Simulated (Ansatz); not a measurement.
The reference is TiO2 in the anatase structure (space group I4_1/amd, No. 141; a = 3.778 Å, c = 9.589 Å). Axes: x, y, z lie along a, b, c of the conventional cell.

Computed with r2SCAN (Ansatz, an electronic-structure program; PAW; 500 eV plane waves; without spin-orbit coupling), earlier PAW set.

Base values:

The band gap is 2.53 eV and the smallest direct gap is 2.87 eV.

One thing is altered: uniaxial strain ε_xx = +1.37 %, all other strain components held at zero; the atoms relax in the strained cell.

**Question.** What happens to the largest internal atomic displacement, band gap, smallest direct gap, stress and energy relative to the base?

**Answer.** The largest internal atomic displacement amounts to 0.013 Å; the band gap falls by 0.035 eV (2.53 eV → 2.50 eV); the smallest direct gap decreases by 0.05 eV to 2.82 eV; the stress (xx, yy, zz, yz, xz, xy; compression positive) amounts to (-4.66, -2.09, -1.95, 0.00, 0.00, 0.00) GPa; the energy grows by 2.3 meV/atom.

Whether these cells are dynamically stable was not tested. The final runs are not spin-polarised.
